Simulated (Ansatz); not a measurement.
HgTe, response to strain

Base system: HgTe in the zinc blende structure (space group F-43m, No. 216).

```cif
data_Hg4Te4
_chemical_formula_sum 'Hg4 Te4'
_space_group_name_H-M_alt 'F-43m'
_space_group_IT_number 216
_space_group_name_Hall 'F -4 2 3'
_cell_length_a 6.57279
_cell_length_b 6.57279
_cell_length_c 6.57279
_cell_angle_alpha 90.000
_cell_angle_beta 90.000
_cell_angle_gamma 90.000
loop_
_atom_site_label
_atom_site_type_symbol
_atom_site_symmetry_multiplicity
_atom_site_Wyckoff_symbol
_atom_site_fract_x
_atom_site_fract_y
_atom_site_fract_z
_atom_site_occupancy
Hg1 Hg 4 a 0.00000 0.00000 0.00000 1
Te1 Te 4 d 0.75000 0.75000 0.75000 1
```
(The calculation used a cell of 2 atoms; values per cell refer to that cell.)

Strains are applied to the cell and any free atomic positions relax.

Level of theory: Ansatz (a program for electronic structure), r2SCAN, PAW, cutoff 500 eV, no SOC.

Notes on the quantities. energy relative to the base: free energy F.

```csv
variant,volume per atom,pressure,energy relative to the base
base,35.49 Å³,0.0 GPa,0 meV/atom
isotropic strain +0.50 %,36.03 Å³,-0.6 GPa,+1.0 meV/atom
isotropic strain +1.00 %,36.57 Å³,-1.1 GPa,+3.8 meV/atom
isotropic strain +1.50 %,37.12 Å³,-1.6 GPa,+8.5 meV/atom
isotropic strain +2.00 %,37.67 Å³,-2.0 GPa,+15 meV/atom
isotropic strain +2.50 %,38.22 Å³,-2.5 GPa,+23 meV/atom
isotropic strain +3.00 %,38.79 Å³,-2.8 GPa,+32 meV/atom
```

No phonon test of stability was made. The final runs are not spin-polarised.
